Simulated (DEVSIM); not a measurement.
System: W/Al2O3/p-Si capacitor, at 400 K.

Layer 1 from the left is Al2O3, thickness (nm) 3.90. Layer 2 from the left is Si, thickness (nm) 9000, Na (cm⁻³) 4.1e15.

Metal gate on the left, work function 4.6 eV. Fixed charge at the semiconductor interface 0 cm⁻² (in units of +e); no interface traps.

Constants are typed, rounded textbook-type inputs, not results; the design itself was drawn at random and stands for no fabricated device. Values at 300 K; Nc and Nv go as T^1.5, mobilities as T to minus their exponent, the gap by Varshni's rule with the affinity fixed.

Al2O3: gap (eV) 6.8, affinity (eV) 1.35, permittivity 9. Si: gap (eV) 1.124, affinity (eV) 4.05, permittivity 11.7, Nc (cm⁻³) 2.86e19, Nv (cm⁻³) 3.1e19, Varshni α (eV/K) 0.000473, Varshni β (K) 636.

Q: Estimate by hand the flat-band voltage, the threshold voltage, and compare with a numerical solution.

A: 
- Flat-band voltage: C = 2.04 μF/cm², work-function difference -0.224 V; VFB = φms − qNf/C = -0.22 V; numerical -0.22 V.
- Threshold voltage: φF = 0.227 V, depletion charge √(4εqNφF) = 2.49e-8 C/cm²; VT = VFB + 2φF + Qd/C = 0.24 V; numerical 0.24 V.

Model (solved in DEVSIM): 1D Poisson equation in equilibrium, Boltzmann statistics, complete ionisation; no quantum confinement or tunnelling. Metal contacts follow the ideal Schottky-Mott rule: no Fermi-level pinning, no interface dipoles.
